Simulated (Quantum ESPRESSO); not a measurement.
# Equation of state of rock-salt PbSe (space group 225): energy against volume (Quantum ESPRESSO, PBEsol)

```
PbSe
1.0
    0.00000     2.97115     2.97115
    2.97115     0.00000     2.97115
    2.97115     2.97115     0.00000
Pb Se
1 1
Direct
  0.00000   0.00000   0.00000
  0.50000   0.50000   0.50000
```

Method: PBEsol, GBRV 1.5 ultrasoft (PBESOL) pseudopotentials (plane waves; Quantum ESPRESSO). Settings: ecutwfc = 52 Ry; ecutrho = 260 Ry; occupations = smearing; smearing = fd; degauss = 0.000734986 Ry; potentials = {Pb: pb_pbesol_v1.uspp.F.UPF, Se: se_pbesol_v1.uspp.F.UPF}; K_POINTS = automatic 9 9 9 0 0 0; conv_thr = 1e-10 Ry; mixing_beta = 0.3. The cell above is the first row's. The rows scale it uniformly. In all rows fractional positions and the k mesh are held. E is the free energy at the stated smearing, counted from the lowest row.

```
V (Å^3/atom)  E (meV/atom)
------------  ------------
26.229               30.04
26.799               15.33
27.369                5.76
27.939                0.81
28.509                0.00
29.080                2.91
29.650                9.15
30.220               18.39
30.790                   ?
```

Using the third-order Birch-Murnaghan form, a cubic in V^(-2/3), estimate the missing E at V = 30.790 from the other rows, showing the fit.

With u = V^(-2/3) - 0.108, the rows have u = 0.005278, 0.003666, 0.002110, 0.000607, -0.000845, -0.002252, -0.003612, -0.004929. Least squares gives E = -0.002 + 777.5·u + 922644·u² + 1606136·u³. Residuals (row less fit): 0.000, 0.003, -0.001, 0.000, 0.001, 0.002, -0.001, 0.001; standard error 0.002 (degrees of freedom: 4). Its minimum lies at u = -0.000422, so V0 = (0.107578)^(-3/2) = 28.34. There d²E/du² = 1841000 and d³E/du³ = 9637000, so B0 = (4/9) × 28.34^(-7/3) × 1841000 × 0.160218 = 53.5 GPa (the last factor turns the table's units into GPa), and B0' = 4 + (2/3) × 0.107578 × (9637000)/1841000 = 4.4. The program's pressures in the fitted runs (not shown) pass through zero at V = 28.33, 0.03 % from this V0. At the withheld row, u = -0.006205, so E = -0.002 + 777.5 × (-0.006205) + 922644 × (-0.006205)² + 1606136 × (-0.006205)³ = 30.314 meV/atom. The calculation gives 30.31 meV/atom, which the fit meets to the printed digits. The row lies outside the fitted rows, so this is an extrapolation.

Carrying the step between the two nearest rows on in a straight line would have given 27.63, off by 2.68; series whose last step already gives the withheld value aren't shown. The scan was laid around a cell of about the measured size, scaled by a guess for this functional. The runs keep the symmetry of the cell, so they don't test it for distortions. Spin-orbit coupling is off. Cutoffs and mesh are single choices, not tested for convergence of this quantity. Series with a scatter that would blur these digits, or in which a gap closes, are not shown. Nor are scans whose minimum lies at an end fitted in this form.
